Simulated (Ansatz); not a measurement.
Consider CdSe in the wurtzite structure (space group P6_3mc, No. 186; a = 4.3019 Å, c = 7.0210 Å). Axes: x lies along a and z along c of the hexagonal cell.

All numbers come from PBEsol (Ansatz, an electronic-structure program), no spin-orbit coupling.

Modification: every lattice vector is stretched by 3.00 %, atoms relaxed at fixed cell.

Predict the stress tensor and what it implies for the stiffness.

Stress of the strained cell less that of the base (GPa, compression positive):
```
  -3.72    0.00    0.00
   0.00   -3.72    0.00
   0.00    0.00   -3.76
```

Then B = −ΔP/(ΔV/V₀) with ΔV/V₀ = 0.0927 gives secant stiffness values (nonlinear terms included at this strain): B (at held cell shape, above the free-shape value) ≈ 40 GPa.

As a check, the harmonic strain energy −½ V₀ Δσ:ε is 30 meV/atom; the computed energy rise is 33 meV/atom.

Whether these cells are dynamically stable was not tested.
